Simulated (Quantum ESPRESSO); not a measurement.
## σyy against uniaxial strain in fcc Pd (space group 225): C12 (Quantum ESPRESSO, LDA)

```xyz
1
Lattice="0.0000 1.9230 1.9230 1.8942 0.0000 1.9230 1.8942 1.9230 0.0000" Properties=species:S:1:pos:R:3 pbc="T T T"
Pd     0.0000     0.0000     0.0000
```

Level of theory: LDA (PZ), GBRV 1.5 ultrasoft (LDA) pseudopotentials (plane waves; Quantum ESPRESSO). Settings: ecutwfc = 52 Ry; ecutrho = 416 Ry; occupations = smearing; smearing = fd; degauss = 0.0036749 Ry; potentials = {Pd: pd_lda_v1.4.uspp.F.UPF}; K_POINTS = automatic 38 38 38 0 0 0; conv_thr = 1e-10 Ry; mixing_beta = 0.3. The cell above is the first row's. The rows stretch one cube axis (x) by the strain ε and hold the other two. Stress is positive in tension. In all rows the k mesh is held.

| ε (%) | σyy (GPa) |
|---|---|
| -1.5 | ? |
| -1.0 | -2.03 |
| -0.5 | -0.94 |
| 0.0 | 0.10 |
| 0.5 | 1.12 |
| 1.0 | 2.09 |
| 1.5 | 3.03 |
| 2.0 | 3.93 |

Question: Fit σyy against ε with a parabola, and predict the withheld value at ε = -1.5.

Answer: Least squares gives σyy = 0.105 + 2.0602·ε - 0.0738·ε². Residuals (row less fit): -0.001, 0.004, -0.005, 0.003, -0.001, 0.001, 0.000; standard error 0.004 (degrees of freedom: 4). The slope at ε = 0, 2.0602 GPa per cent, gives C12 ≈ 100 × 2.0602 = 206 GPa, for the static lattice. At the withheld row, σyy = 0.105 + 2.0602 × (-1.5) - 0.0738 × (-1.5)² = -3.151 GPa. The calculation gives -3.16 GPa, 0.009 GPa below the prediction (0.1 % of the range of σyy in the table). The row lies outside the fitted rows, so this is an extrapolation. From the scatter of the fitted rows alone, a prediction at this place has a standard error of 0.007 GPa, so the miss is 1.3 times that.

Carrying the step between the two nearest rows on in a straight line would have given -3.12, off by 0.04; series whose last step already gives the withheld value aren't shown. The reference cell has the volume at which an earlier scan in this program and functional put its minimum by a fit. The unstrained cell stands at a pressure of -0.10 GPa, and the constants belong to that pressure. Spin polarisation is off. Without a gap such slopes are sensitive to mesh and smearing. Cutoffs and mesh are single choices, not tested for convergence of this quantity. Series with a scatter that would blur these digits, or in which a gap closes, are not shown. Strain series were run only where this level's volume lies within 10 % of a first guess from the measured size.
